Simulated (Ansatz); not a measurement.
Cells marked so need not be the phases stable at ambient conditions, and some may be hypothetical.

The gap is the functional's own, uncorrected, and κ follows it; spin-orbit coupling is left out. Mid-gap values are interpolated between the computed energies.

A. CdS (Fm-3m, rock salt, not sure to be the ambient phase, 2 atoms a cell, 20.9 Å³ an atom, -2 GPa at this level), along the normal of (001)
B. TaCu3Te4 (P-43m, not sure to be the ambient phase, 8 atoms a cell, 26.5 Å³ an atom), along the normal of (110)
C. K2Sn(HO)6 (R-3, not sure to be the ambient phase, 15 atoms a cell, 10.9 Å³ an atom, -4 GPa at this level), along the normal of (110)
D. KReO4 (I4_1/a, not sure to be the ambient phase, 12 atoms a cell, 16.9 Å³ an atom, -2 GPa at this level), along the normal of (101)
E. BaBrF (P4/nmm, not sure to be the ambient phase, 6 atoms a cell, 25.7 Å³ an atom), along the normal of (110)

Q: Rank these by mid-gap decay constant of the slowest evanescent state (highest first), as r2SCAN in Ansatz (a first-principles code) gives it.

A: D (0.64 1/Å), C (0.39 1/Å), E (0.35 1/Å), B (0.19 1/Å), A (0.13 1/Å)
